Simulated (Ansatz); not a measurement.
## fcc Au (0 0 1) on rock-salt PbS (0 0 1) (film strained to the substrate, started from cuts of the bulks and a machine-learned relaxation; slabs Pb6S6 and Au12, which can lie off the formulas)

A periodic stack without vacuum, fcc Au (0 0 1) on rock-salt PbS (0 0 1) (film strained to the substrate, started from cuts of the bulks and a machine-learned relaxation; slabs Pb6S6 and Au12, which can lie off the formulas): substrate slab Pb6S6, film Au12, surface cells [[1, 0], [1, 1]] and [[0, -1], [2, 1]], film strained by +2.2 and +2.2 %, outermost planes PbS/PbS and Au/Au as cut, which need not be the usual terminations and can put a slab off its formula.

The start was prepared with a machine-learned potential, and the result is one local minimum, with the in-plane cell held and forces under 0.04 eV/Å; the film can end far from its bulk form.

These are PBE (plane waves to 420 eV, PAW; Ansatz, a first-principles code) values and carry that method's errors. Spin–orbit coupling is left out; the runs are not spin-polarised. Its k-point mesh 7×7×1, Fermi–Dirac width 0.05 eV.

The interface area is 18.1 Å² and the period is 30.44 Å. The heights between the nearest atoms of the two slabs at the two interfaces comes out as 2.57 and 2.57 Å. The Au–Pb contacts across the interfaces within 1.22 times the sum of covalent radii is 2, mean 2.83 Å and the Au–S contacts across the interfaces within 1.22 times the sum of covalent radii comes out as 2, mean 2.57 Å.

```
Au2PbS
1.0
    4.24752     0.00116     0.09794
    0.00116     4.24744    -0.10132
   -0.71897    -1.42936    30.47652
Pb S Au
6 6 12
Cartesian
  0.46314   0.01393   4.30186
  2.64271   2.05095   1.31233
  0.33200   0.14870  10.30811
  2.52011   2.20054   7.28657
  0.20274   0.27712  16.28423
  2.39126   2.33689  13.29499
  2.59429   2.14089   4.33935
  0.55147  -0.02588   1.28221
  2.45780   2.26395  10.32940
  0.40452   0.09883   7.26224
  2.32647   2.42651  16.31085
  0.27060   0.23436  13.25820
  0.09758   2.57369  20.96290
  2.22177   0.44973  21.04900
  2.26885   2.51618  18.87472
  0.14027   0.40307  19.10946
  0.00801   2.67000  24.97600
  2.13281   0.54770  25.05060
  2.17734   2.62381  22.99711
  0.05327   0.49907  23.02401
 -0.08736   2.76227  29.09279
  2.04290   0.63693  28.96314
  2.08590   2.71641  27.00980
 -0.03707   0.59199  27.02522
```
